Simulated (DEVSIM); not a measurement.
System: Schottky contact on n-type InP, at 300 K.

```tsv
layer (left to right)	material	thickness (μm)	Nd (cm⁻³)	τn (s)	τp (s)
1	InP	7.50	1.6e16	2.9e-9	2.9e-9
```

Left contact: Schottky, work function 5.17 eV, emission velocity 2.9e6 cm/s. Right contact: ohmic. Voltage is applied to the left contact. Recombination: SRH at mid-gap, radiative. Mobility is μmin + (μ − μmin)/(1 + (N/Nref)^α).

This is a model device: material constants are rounded textbook-type values typed into the input, and sizes, dopings and lifetimes were drawn at random. Values at 300 K; Nc and Nv go as T^1.5, mobilities as T to minus their exponent, the gap by Varshni's rule with the affinity fixed.

```
parameter              InP
----------------  --------
gap (eV)             1.344
affinity (eV)         4.38
permittivity          12.5
Nc (cm⁻³)           5.7e17
Nv (cm⁻³)           1.1e19
μn (cm²/Vs)           5200
μp (cm²/Vs)            170
μn,min                 400
μp,min                  10
Nref,n                3e17
Nref,p              4.9e17
αn                    0.47
αp                    0.62
T exponent of μn         2
T exponent of μp         2
B (cm³/s)          1.2e-10
Varshni α (eV/K)  0.000363
Varshni β (K)          162
```

Simulated with DEVSIM: 1D drift-diffusion, Boltzmann statistics, complete ionisation; no tunnelling, impact ionisation, image-force lowering or self-heating. Metal contacts follow the ideal Schottky-Mott rule: no Fermi-level pinning, no interface dipoles.

The temperature was swept, all else fixed.

```
temperature (K)  dark forward voltage at 100 A/cm² (V)  dark forward voltage at 1 A/cm² (V)  potential step across the device at zero bias (V)  largest field in the device at zero bias (V/cm)
---------------  -------------------------------------  -----------------------------------  -------------------------------------------------  -----------------------------------------------
250                                              0.633                                0.527                                              0.719                                            57000
300                                              0.595                                0.468                                              0.698                                            56000
350                                              0.557                                0.407                                              0.675                                            55000
400                                              0.519                                0.346                                              0.652                                            53000
450                                              0.480                                0.284                                              0.628                                            52000
500                                              0.440                                0.221                                              0.603                                            51000
```

From the first row to the last the dark forward voltage at 100 A/cm² goes from 0.633 to 0.440. From the first row to the last the dark forward voltage at 1 A/cm² goes from 0.527 to 0.221.
